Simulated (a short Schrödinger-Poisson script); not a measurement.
**Gated In0.52Al0.48As/In0.53Ga0.47As δ-doped gas in a quantum well**

Stack: gated In0.52Al0.48As/In0.53Ga0.47As δ-doped gas in a quantum well, at 300 K.

```
layer        material  thickness (nm)  Na (cm⁻³)
-----  --------------  --------------  ---------
1      In0.52Al0.48As              20          -
2      In0.52Al0.48As               3          -
3      In0.53Ga0.47As               8          -
4      In0.52Al0.48As            4000       4e15
```

Constants are typed, rounded textbook-type inputs, not results; the design itself was drawn at random and stands for no fabricated device. In0.52Al0.48As: permittivity 12.5, conduction-band edge (eV) 0.52, gap (eV) 1.45, electron mass (mₑ) 0.075, Nv at 300 K (cm⁻³) 1.1e19. In0.53Ga0.47As: permittivity 13.9, conduction-band edge (eV) 0, gap (eV) 0.74, Nv at 300 K (cm⁻³) 7.7e18.

Channel valleys (confinement mass, in-plane density-of-states mass, number): Γ 0.041, 0.041, 1. At the gate the conduction-band edge of layer 1 lies 0.65 eV − eVg above the Fermi level of the channel; the field vanishes at the back. Sheet of ionised δ-doping: +3.4e12 e/cm² at 20 nm from the gate. The barrier under the gate holds no holes. Gaps are held at their typed values at every temperature. Mesh 0.08 nm at interfaces.

From a short Schrödinger-Poisson script (our own, NumPy): 1D Poisson equation in equilibrium, electrons quantum, Hartree (BenDaniel-Duke, 40 states a valley, the channel's in-plane mass for all, wave functions free to enter the barrier), parabolic valleys, classical holes, full ionisation, no traps, pinning or gate leakage.

| Vg (V) | electrons (cm⁻²) | in the channel layer | C (μF/cm²) | Γ E0 (meV) | Γ E1 (meV) |
|---|---|---|---|---|---|
| 0.4 | 2.63e12 | 2.48e12 | 0.396 | -149.9 | 49.2 |
| 0.3 | 2.39e12 | 2.26e12 | 0.391 | -137.1 | 62.8 |
| 0.2 | 2.15e12 | 2.04e12 | 0.388 | -123.8 | 76.7 |
| 0.1 | 1.91e12 | 1.82e12 | 0.385 | -110.2 | 90.9 |
| 0 | 1.67e12 | 1.59e12 | 0.383 | -96.4 | 105.4 |
| -0.1 | 1.43e12 | 1.37e12 | 0.381 | -82.3 | 120.1 |
| -0.2 | 1.20e12 | 1.15e12 | 0.378 | -67.9 | 135.1 |
| -0.3 | 9.63e11 | 9.24e11 | 0.374 | -53.1 | 150.7 |
| -0.4 | 7.33e11 | 7.04e11 | 0.368 | -37.3 | 167.2 |
| -0.5 | 5.09e11 | 4.89e11 | 0.356 | -19.9 | 185.5 |
| -0.6 | 2.96e11 | 2.85e11 | 0.331 | 1.3 | 207.4 |
| -0.7 | 1.12e11 | 1.08e11 | 0.259 | 32.2 | 239.1 |
| -0.8 | 1.23e10 | 1.18e10 | 0.0804 | 92.4 | 299.7 |
| -0.9 | 3.75e8 | 3.61e8 | 0.0253 | 182.9 | 390.2 |
| -1 | 9.87e6 | 9.50e6 | 0.0253 | 276.9 | 484.3 |

Gate voltages with under 1e6 electrons/cm² are left out.

Subbands count from the Fermi level.
